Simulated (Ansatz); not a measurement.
The reference is CdTe in the zinc blende structure (space group F-43m, No. 216; a = 6.619 Å).

All numbers come from PBE (Ansatz, a quantum-chemistry and plane-wave program), no spin-orbit coupling, earlier PAW set.

Carriers are added at fixed cell with a uniform background; the Fermi–Dirac width is that of 300 K.

One change was made to it. Results:

| quantity | base | after |
|---|---|---|
| Fermi level relative to the doped band's edge (positive inside the band; to 0.05 eV) | – | +1.25 eV |
| gap character | direct at Γ | direct at Γ |
| gap between the host's bands | 0.58 eV | 0.57 eV |

Q: What was done to the base?
A. holes 7.0×10^20 cm⁻³
B. electrons 2.0×10^21 cm⁻³
C. electrons 7.0×10^20 cm⁻³

A: C, electrons 7.0×10^20 cm⁻³. For comparison, the Fermi level from band edge in the other runs: holes 7.0×10^20 cm⁻³ gives +0.15 eV; electrons 2.0×10^21 cm⁻³ gives +1.45 eV.

Charged cell with a jellium background: band edges are those of the host's band count, energies are not comparable with the neutral cell, and many-body gap narrowing is missing. With Te present, leaving out spin-orbit coupling can change the band edges. Stability against distortions was not tested.
